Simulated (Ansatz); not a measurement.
## A computed series for MoRh: response to strain

Take MoRh (space group Pmma, No. 51; a cell from a computed database, its experimental status unchecked; relaxed with 0.1 eV smearing) as the base.

```
MoRh
1.0
    4.38320     0.00000     0.00000
    0.00000     2.72173     0.00000
    0.00000     0.00000     4.77966
Mo Rh
2 2
Cartesian
  3.28740   0.00000   0.81798
  1.09580   0.00000   3.96168
  3.28740   1.36086   3.21844
  1.09580   1.36086   1.56122
```

Cartesian axes are those of the cell as printed.

Strains are applied to the cell and any free atomic positions relax; under biaxial strain the out-of-plane vector relaxes too; under stress the whole cell relaxes.

Computed with PBEsol in Ansatz (plane waves to 420 eV, PAW, no spin-orbit coupling).

Notes on the quantities. energy relative to the base: free energy F; pressure: mean of the normal stresses, compression positive.

```json
[
 {"variant": "base", "shortest interatomic distance": "2.685 Å", "energy relative to the base": "0 meV/atom", "pressure": "0.0 GPa"},
 {"variant": "biaxial strain +3.14 %, plane normal [001], relaxed out of plane", "shortest interatomic distance": "2.724 Å", "energy relative to the base": "–", "pressure": "-10.8 GPa"},
 {"variant": "isotropic strain +3.66 %", "shortest interatomic distance": "2.780 Å", "energy relative to the base": "___", "pressure": "___"},
 {"variant": "uniaxial strain ε_xx = +5.26 %", "shortest interatomic distance": "2.722 Å", "energy relative to the base": "+60 meV/atom", "pressure": "-13.1 GPa"},
 {"variant": "uniaxial stress, 1 GPa tension along z", "shortest interatomic distance": "2.684 Å", "energy relative to the base": "+0.1 meV/atom", "pressure": "–"}
]
```

Task: What belongs in the blanks?

Result: 
- isotropic strain +3.66 %, energy relative to the base: +138 meV/atom
- isotropic strain +3.66 %, pressure: -24.6 GPa

Beyond what the load breaks, stability against distortions was not tested. All final runs are without spin polarisation.

Ansatz is a first-principles code.
